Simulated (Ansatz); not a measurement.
Worked calculations on one periodic cell of amorphous Zr₂₀O₄₃W: Zr20O43W, 64 atoms, volume 827.7 Å³, made by a melt-quench on the CHGNet potential and relaxed with DFT. O atoms were pushed apart under 1.9 Å during the dynamics, to hinder bonds among them. It is a model cell: composition and starting density were chosen by hand, and all elements were melted together. Cycles of charging were run to anneal it. The numbers are results of PBE, scalar-relativistic without spin-orbit coupling (plane waves to 420 eV, PAW; Ansatz, an electronic-structure program), not measurements. Sampling: a 2×2×2 Γ-centred mesh; Fermi-Dirac width 0.02 eV; no spin polarisation. Its volume was held where the quench left it, its shape was free, and it stands at a mean pressure of -2.4 GPa with stress components up to 2.4 GPa; the relaxation ran on the zone centre alone. Its density went from a set 5.41 to 5.41 g/cm³. The cell is small and was quenched far faster than a real film, so it is one sample of the glass.

Question: Count formal charges (Zr +4, O -2, W +6). What does the count lead one to expect at the Fermi level, and what does the calculation give?

Answer: 20 × (+4) + 43 × (-2) + 1 × (+6) = 0. The charges balance, so the anion-derived valence states can be full and a gap can open. On this mesh the highest filled and lowest empty level lie 2.31 eV apart; localised defect or tail levels set that (at the zone centre the more localised edge state sits most on one W atom with neighbours O 1.89 Å, O 1.93 Å, O 1.95 Å, O 2.01 Å, O 2.02 Å, O 2.15 Å, O 2.24 Å), and the nearest spread-out levels lie 3.8 eV apart.

Four energies for an added electron at PBE on the zone centre alone (charged cells in a uniform background, spin-polarised): neutral at the neutral geometry -118558.194 eV; charged at the neutral geometry -118546.580 eV; charged and relaxed -118546.937 eV; neutral at the charged geometry -118557.817 eV.

Question: Find the two relaxation energies and their sum, the reorganisation energy.

Answer: On charging: -118546.580 − (-118546.937) = 0.357 eV. On discharging: -118557.817 − (-118558.194) = 0.377 eV. The sum is 0.734 eV. The carrier's level spreads over 3 of the 64 atoms' worth, so it counts as localised, most on one W atom with neighbours O 1.89 Å, O 1.93 Å, O 1.95 Å, O 2.01 Å, O 2.02 Å, O 2.15 Å, O 2.24 Å (neutral geometry). The values are uncorrected: the image energy of a point charge in this cell, 2.84 × 14.40 / (2 × 9.4) = 2.2 eV before screening, is screened by electrons alone at the fixed geometry and by ions too after relaxing, and the carrier can be spread before it relaxes, so each term can be off by up to that value times 1/ε∞, some tenths of an eV. PBE's self-interaction favours spread-out carriers, so a hybrid can localise more.

Four energies for a hole at PBE on the zone centre alone (charged cells in a uniform background, spin-polarised): neutral at the neutral geometry -118558.194 eV; charged at the neutral geometry -118567.041 eV; charged and relaxed -118567.221 eV; neutral at the charged geometry -118557.355 eV.

Question: Find the two relaxation energies and their sum, the reorganisation energy.

Answer: On charging: -118567.041 − (-118567.221) = 0.180 eV. On discharging: -118557.355 − (-118558.194) = 0.839 eV. The sum is 1.019 eV. The carrier's level spreads over 3 of the 64 atoms' worth, so it counts as localised, most on one O atom with neighbours Zr 2.07 Å, Zr 2.09 Å, Zr 2.22 Å (neutral geometry). The values are uncorrected: the image energy of a point charge in this cell, 2.84 × 14.40 / (2 × 9.4) = 2.2 eV before screening, is screened by electrons alone at the fixed geometry and by ions too after relaxing, and the carrier can be spread before it relaxes, so each term can be off by up to that value times 1/ε∞, some tenths of an eV. PBE's self-interaction favours spread-out carriers, so a hybrid can localise more.
